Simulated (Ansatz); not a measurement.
Take InAs in the zinc blende structure (space group F-43m, No. 216; a = 6.109 Å) as the base. Axes: x, y, z lie along the cube axes.

Computed with r2SCAN (Ansatz, a quantum-chemistry and plane-wave program, PAW, scalar-relativistic without spin-orbit coupling).

Strains are applied to the cell and any free atomic positions relax.

One change was made to it. Results:

```json
[
 {"quantity": "band gap", "base": "0.08 eV", "after": "zero"},
 {"quantity": "energy relative to the base (free energy F)", "base": "0 meV/atom", "after": "+15 meV/atom"},
 {"quantity": "pressure", "base": "0.0 GPa", "after": "-2.8 GPa"}
]
```

Problem. Which of these changes matches the shifts?
(A) isotropic strain −1.49 %
(B) isotropic strain +1.87 %
(C) uniaxial strain ε_zz = +5.50 %

Solution. B, isotropic strain +1.87 %. For comparison, the energy relative to the base in the other runs: uniaxial strain ε_zz = +5.50 % gives +21 meV/atom; isotropic strain −1.49 % gives +11 meV/atom.

A case with no gap was solved on a k-mesh chosen for an insulator, which is coarse for it. No phonon test of stability was made. All final runs are without spin polarisation. The zero or small gap of InAs can change with the level of theory.
